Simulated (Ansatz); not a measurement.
The starting structures come from a database of crystals and need not be the phases stable at ambient conditions.

 Where the default PAW files enter, the runs use the earlier of Ansatz's two default sets.

By LDA and PBEsol, the system below comes out a metal.

Given:

```
CELL_PARAMETERS angstrom
      3.16464     0.00000     0.00000
      0.12765     4.40589     0.00000
      0.00000     0.00000     4.34376
ATOMIC_POSITIONS crystal
  Sb 0.04335 0.76354 0.75000
  Sb 0.95665 0.23646 0.25000
```

Space group of this cell: P2_1/m. The cell is taken as given; by PBEsol its mean pressure is -2.7 GPa.

The current runs along the normal of the first two printed vectors. All runs by Ansatz (a first-principles code), plane waves and PAW, without spin-orbit coupling; the base is PBEsol.

```json
[
 {"run": "base", "mean pressure (GPa)": "-2.7", "G/A, both spins (10¹⁵ S/m²)": "0.96"},
 {"run": "all lengths scaled by 0.98", "mean pressure (GPa)": "0.7", "G/A, both spins (10¹⁵ S/m²)": "[?]"},
 {"run": "all lengths scaled by 1.02", "mean pressure (GPa)": "-5.2", "G/A, both spins (10¹⁵ S/m²)": "0.94"},
 {"run": "lda in place of pbesol", "mean pressure (GPa)": "-3.8", "G/A, both spins (10¹⁵ S/m²)": "0.96"},
 {"run": "lengths across the current scaled by 0.98, ions clamped", "mean pressure (GPa)": "-0.6", "G/A, both spins (10¹⁵ S/m²)": "1.01"},
 {"run": "lengths across the current scaled by 1.02, ions clamped", "mean pressure (GPa)": "-4.4", "G/A, both spins (10¹⁵ S/m²)": "[?]"},
 {"run": "lengths along the current scaled by 0.97, ions clamped", "mean pressure (GPa)": "-1.0", "G/A, both spins (10¹⁵ S/m²)": "[?]"},
 {"run": "lengths along the current scaled by 1.03, ions clamped", "mean pressure (GPa)": "-4.1", "G/A, both spins (10¹⁵ S/m²)": "1.00"}
]
```

**Question.** Some entries are withheld; supply them.

**Answer.** 
- all lengths scaled by 0.98, G/A, both spins (10¹⁵ S/m²): 0.99
- lengths across the current scaled by 1.02, ions clamped, G/A, both spins (10¹⁵ S/m²): 0.92
- lengths along the current scaled by 0.97, ions clamped, G/A, both spins (10¹⁵ S/m²): 0.93
